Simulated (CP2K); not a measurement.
Troubleshooting CP2K: a failed run on Cs2ZnFeC6N6 (Fm-3m, 16 atoms in the cell). The aim is a self-consistent single point with DFT PBEsol, GPW, DZVP-MOLOPT-SR-GTH basis, GTH-PBE potentials (GTH_POTENTIALS).

Cell that was meant: a = 7.3909 Å, b = 7.3909 Å, c = 7.3909 Å, α = 60.00°, β = 60.00°, γ = 60.00°.

Part of the input:

```
      ABC 7.39087100 7.39087071 7.39087092
      ALPHA_BETA_GAMMA 60.00000048 60.00000413 60.00000319
      PERIODIC XYZ
    &COORD
      Cs       3.69543525     2.13356075     1.50865525
      Cs      11.08630575     6.40068225     4.52596575
      Zn       7.39087050     4.26712150     3.01731050
```

The program printed (abridged):

```
 Possible matches for unknown subsection

 COORD

   enum ON in section %__ROOT__%MOTION%CELL_OPT%PRINT%CELL for keyword _SECTION_PARAMETERS_ score:  106
   enum OFF in section %__ROOT__%MOTION%CELL_OPT%PRINT%CELL for keyword _SECTION_PARAMETERS_ score:  106
   enum LOW in section %__ROOT__%MOTION%CELL_OPT%PRINT%CELL for keyword _SECTION_PARAMETERS_ score:  106
   enum NO in section %__ROOT__%MOTION%CELL_OPT%PRINT%CELL for keyword ADD_LAST score:  106
   enum ON in section %__ROOT__%MOTION%PRINT%CELL for keyword _SECTION_PARAMETERS_ score:  106

 *******************************************************************************
 *   ___                                                                       *
 *  /   \                                                                      *
 * [ABORT]                                                                     *
 *  \___/                unknown subsection COORD of section CELL              *
 *    |                                                                        *
 *  O/|                                                                        *
 * /| |                                                                        *
 * / \                                               input/input_parsing.F:192 *
 *******************************************************************************

 ===== Routine Calling Stack =====

            5 section_vals_parse
            4 section_vals_parse
            3 section_vals_parse
            2 section_vals_parse
            1 read_input
Abort(1) on node 0 (rank 0 in comm 0): application called MPI_Abort(MPI_COMM_WORLD, 1) - process 0
```

Problem. Read the log: what does the program object to, and what is the fix?

Solution. The fault is a section without its end line. Sections nest, and the parser loses its place. To fix it, close the section. The program stopped before any SCF iteration.

An input that runs soundly differs in these lines (not the only fix; some lines may just follow from the change or write a value another way):
```diff
+    &END CELL
```

With that input, the run converged in 15 iterations: free energy E − TS -8642.6783 eV; top of the valence band (on the code's own zero) 2.28 eV; gap on the k-point mesh 4.21 eV; pressure -1.54 GPa; largest force (vector length) 0.816 eV/Å (DFT PBEsol, GPW, DZVP-MOLOPT-SR-GTH basis, GTH-PBE potentials (GTH_POTENTIALS)).

On the sound input: the starting cell comes from a database of computed structures (which also holds hypothetical and non-ambient phases and stackings), without a prior relaxation at this level. Values carry the incompleteness of an atom-centred basis. The potentials were made for another functional than the one used.
